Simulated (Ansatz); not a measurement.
**Hypothetical anti-perovskite Mn3SiN, response to strain**

Base system: Mn₃SiN in the anti-perovskite structure (space group Pm-3m, No. 221; ferromagnetic; a hypothetical phase, not in the database extracts checked).

```yaml
crystal:
  lattice:
    - [3.71912, 0.00000, 0.00000]
    - [0.00000, 3.71912, 0.00000]
    - [0.00000, 0.00000, 3.71912]
  atoms:
    - { symbol: Mn, position: [0.00000, 0.50000, 0.50000] }
    - { symbol: Mn, position: [0.50000, 0.00000, 0.50000] }
    - { symbol: Mn, position: [0.50000, 0.50000, 0.00000] }
    - { symbol: Si, position: [0.00000, 0.00000, 0.00000] }
    - { symbol: N, position: [0.50000, 0.50000, 0.50000] }
```

Cartesian axes are those of the cell as printed.

Strains are applied to the cell and any free atomic positions relax; under biaxial strain the out-of-plane vector relaxes too.

Method: DFT with PBE, PAW potentials and a 420 eV plane-wave cutoff in Ansatz (a program for electronic structure), no SOC.

Notes on the quantities. pressure: mean of the normal stresses, compression positive.

```tsv
variant	shortest interatomic distance	pressure	space group
base	1.860 Å	0.0 GPa	Pm-3m (No. 221)
biaxial strain +3.15 %, plane normal [001], relaxed out of plane	1.831 Å	-9.7 GPa	P4/mmm (No. 123)
isotropic strain +3.47 %	1.924 Å	-19.1 GPa	Pm-3m (No. 221)
tensor shear ε_xz = −1.41 %	1.860 Å	0.1 GPa	Cmmm (No. 65)
tensor shear ε_xz = −1.45 %	1.860 Å	0.1 GPa	Cmmm (No. 65)
```

The magnetic state is the one reached from the starting moments; the real material's order can differ, and small cells can't hold many antiferromagnetic ones. Without a gap, meshes like the base's 13×13×13 leave anisotropic stresses uncertain by several tenths of a GPa, and small strain energies with them. Stability against distortions was not tested.
